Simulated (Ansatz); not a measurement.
A computed series for ZnS: carrier doping

Consider ZnS (space group R3m, No. 160).

```
ZnS
1.0
    1.89188     1.09228     9.29991
   -1.89188     1.09228     9.29991
    0.00000    -2.18456     9.29991
Zn S
3 3
Cartesian
  0.00000   0.00000   0.00038
  0.00000   0.00000  21.69771
  0.00000   0.00000  15.49627
  0.00000   0.00000  25.57667
  0.00000   0.00000  13.17353
  0.00000   0.00000  19.37929
```

Carriers are added at fixed cell with a uniform background; the Fermi–Dirac width is that of 300 K.

Level of theory: Kohn–Sham DFT with the PBEsol functional, run in Ansatz (a quantum-chemistry and plane-wave program) with PAW and 420 eV plane waves, spin-orbit coupling left out.

Notes on the quantities. Fermi level from band edge: Fermi level relative to the doped band's edge (positive inside the band; to 0.05 eV).

```json
[
 {"change": "undoped", "Fermi level from band edge": "–", "gap between the host's bands": "2.13 eV"},
 {"change": "electrons 2.0×10^21 cm⁻³", "Fermi level from band edge": "+1.20 eV", "gap between the host's bands": "2.09 eV"},
 {"change": "electrons 3.0×10^21 cm⁻³", "Fermi level from band edge": "+1.30 eV", "gap between the host's bands": "2.08 eV"},
 {"change": "electrons 7.0×10^21 cm⁻³", "Fermi level from band edge": "+1.50 eV", "gap between the host's bands": "2.02 eV"},
 {"change": "electrons 1.0×10^22 cm⁻³", "Fermi level from band edge": "+1.65 eV", "gap between the host's bands": "1.98 eV"},
 {"change": "holes 2.0×10^21 cm⁻³", "Fermi level from band edge": "+0.30 eV", "gap between the host's bands": "2.19 eV"},
 {"change": "holes 3.0×10^21 cm⁻³", "Fermi level from band edge": "+0.35 eV", "gap between the host's bands": "2.22 eV"},
 {"change": "holes 7.0×10^21 cm⁻³", "Fermi level from band edge": "+0.55 eV", "gap between the host's bands": "2.32 eV"},
 {"change": "holes 1.0×10^22 cm⁻³", "Fermi level from band edge": "+0.70 eV", "gap between the host's bands": "2.41 eV"}
]
```

Carriers are added with a uniform compensating background; total energy and stress of such cells depend on the potential's zero and are not compared; many-body gap narrowing is missing at this level. Whether these cells are dynamically stable was not tested. This is not the structure that ZnS has at room temperature and ambient pressure.
